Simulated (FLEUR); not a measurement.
Input and output of a self-consistent single point for ScZnPd (Cmcm, 6 atoms in the cell) (FLEUR).

Method: LDA (Perdew-Zunger), all-electron FLAPW (FLEUR), scalar-relativistic valence in FLEUR.

```yaml
crystal:
  lattice:
    - [2.14653, -4.55886, 0.00000]
    - [2.14653, 4.55886, 0.00000]
    - [0.00000, 0.00000, 5.25138]
  atoms:
    - { symbol: Sc, position: [0.70683, 0.29317, 0.75000] }
    - { symbol: Sc, position: [0.29317, 0.70683, 0.25000] }
    - { symbol: Zn, position: [0.00000, 0.00000, 0.00000] }
    - { symbol: Zn, position: [0.00000, 0.00000, 0.50000] }
    - { symbol: Pd, position: [0.40354, 0.59646, 0.75000] }
    - { symbol: Pd, position: [0.59646, 0.40354, 0.25000] }
```

Reference input (self-consistent single point, DFT, PBEsol, all-electron FLAPW (FLEUR), scalar-relativistic valence): Kmax = 4.3 1/bohr; GmaxXC = 15 1/bohr; xcFunctional = PBEs; jspins = 1; l_soc = F; mode = gauss; fermiSmearingEnergy = 0.00183747 Htr; mesh (inpgen div1-3) = 5 5 4; inpgen gamma flag = true; Gmax = 15 1/bohr; numbands = 0; maxIterBroyd = 25. This run's input differs from it in these lines:

```diff
@@ -18,3 +18,3 @@
 &comp jspins=1 /
-&exco xctyp='PBEs' /
+&exco xctyp='pz' /
 &kpt div1=5 div2=5 div3=4 gamma=t /
@@ -31,3 +31,3 @@
       <coreElectrons ctail="T" frcor="F" kcrel="0" coretail_lmax="0"/>
-      <xcFunctional name="PBEs" relativisticCorrections="F"/>
+      <xcFunctional name="pz" relativisticCorrections="F"/>
       <magnetism jspins="1"/>
```

Output (repeated stretches shortened):

```
 Iteration:     1   Distance:      12.04151098 me/bohr^3
 Iteration:     2   Distance:       9.72080628 me/bohr^3
 Iteration:     3   Distance:       4.42579056 me/bohr^3
 Iteration:     4   Distance:       3.45353488 me/bohr^3
 Iteration:     5   Distance:       3.06159524 me/bohr^3
   [... 11 lines left out ...]
 Iteration:    17   Distance:       0.00036091 me/bohr^3
 Iteration:    18   Distance:       0.00006566 me/bohr^3
 Iteration:    19   Distance:       0.00006447 me/bohr^3
 Iteration:    20   Distance:       0.00000623 me/bohr^3
 Reset of history
 Run finished successfully
 Stop message:
   Structural relaxation: new displacements generated

[file out, last iteration]
             iter=     21
[...]
          total density-effective poten   -2.4678863878E+04
          total charge density-energy d   -4.9141142028E+02
 Updated energy parameters for spin:           1
[...]
 fermi energy and band-weighting factors:
   [... 5 lines left out ...]

[...]
FERMIE:
          first approx. to ef    (T=0)  :   0.321003 htr   (energy of the highest occ. eigenvalue)
          number of occ. states  (T=0)  :       1049
          first approx. to seigv (T=0)  : -25.520827 htr
          sum of weights of occ. states :  39.030000
          sum of semicore charge        :   0.000000 e
          fermi energy=   0.32151 har   work function=  -8.74878 ev
   [... lines left out ...]
          total moment                 =     0.00000
 Direct bandgap for spin            1 :    1.4282834353243068E-003  Htr
 ---->    free energy=                    -15196.7563244261 htr
   [... lines left out ...]
 TOTAL FORCE FOR ATOM TYPE=  1  X=  0.000   Y=  5.051   Z= -2.481
                       FX_TOT= 0.000000 FY_TOT=-0.001641 FZ_TOT= 0.000000
 TOTAL FORCE FOR ATOM TYPE=  2  X=  0.000   Y=  0.000   Z=  0.000
                       FX_TOT= 0.000000 FY_TOT= 0.000000 FZ_TOT= 0.000000
 TOTAL FORCE FOR ATOM TYPE=  3  X=  0.000   Y= -6.953   Z= -2.481
                       FX_TOT= 0.000000 FY_TOT=-0.000528 FZ_TOT= 0.000000
```

The run converged in 20 iterations. FLEUR gives forces in its relaxation mode, with a further iteration, so its stop message speaks of a relaxation. Against the reference run the largest force goes from 0.089 to 0.084 eV/Å.

The starting cell comes from a database of computed structures (which also holds hypothetical and non-ambient phases and stackings), without a prior relaxation at this level. Spin polarisation is off. Values depend on the basis (sphere radii, cutoffs, local orbitals), which need not be converged. The log's line on a gap gives a spacing of levels on this mesh, which the program prints for metals too.

Cost on one core of a shared machine: roughly 5 min.
